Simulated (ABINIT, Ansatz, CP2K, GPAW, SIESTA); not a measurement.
## Code comparison for GaN (F-43m, 2 atoms in the cell)

Band-structure calculation.

```
GaN
1.0
    0.00000     2.30195     2.30195
    2.30195     0.00000     2.30195
    2.30195     2.30195     0.00000
Ga N
1 1
Direct
  0.00000   0.00000   0.00000
  0.75000   0.75000   0.75000
```

Shared settings, as Ansatz (a first-principles code) writes them: kpoints.mp_grid.grid = 6 6 6; scf.occupations.method = fixed. Potentials and cutoffs stand in the table.

| code | model | gap along the path (eV) | smallest direct gap (eV) | cutoff |
|---|---|---|---|---|
| CP2K | PBE, GPW, DZVP-MOLOPT-SR-GTH basis, GTH-PBE potentials (GTH_POTENTIALS) | 1.29 | 1.29 | grid 600 Ry |
| ABINIT | PBE, norm-conserving pseudopotentials (PseudoDojo nc-sr-05 PBE standard) | 1.34 | 1.34 | 42 Ha |
| SIESTA | GGA PBE, numerical atomic orbitals DZP, PseudoDojo PBE standard norm-conserving potentials (rewritten from UPF to PSML) | 1.34 | 1.34 | grid 350 Ry |
| Ansatz | PBE, PAW files | 1.31 | 1.31 | default |
| GPAW | PBE, GPAW PAW datasets PBE (gpaw-data 1.0.1) | 1.41 | 1.41 | 950 eV |

The spread over the programs that give each value: gap along the path within 0.12 eV; smallest direct gap within 0.12 eV.

CP2K and SIESTA use small atom-centred bases, whose incompleteness enters pressures, forces and empty levels differently from a plane-wave cutoff.

The starting cell comes from a database of computed structures (which also holds hypothetical and non-ambient phases and stackings), without a prior relaxation at this level. Its lattice was rescaled by a random factor within 2.5 % of one.

Left out of this page: Quantum ESPRESSO, Elk and FLEUR (not drawn, or without a comparable value).

Keys are those of Ansatz 0.2.
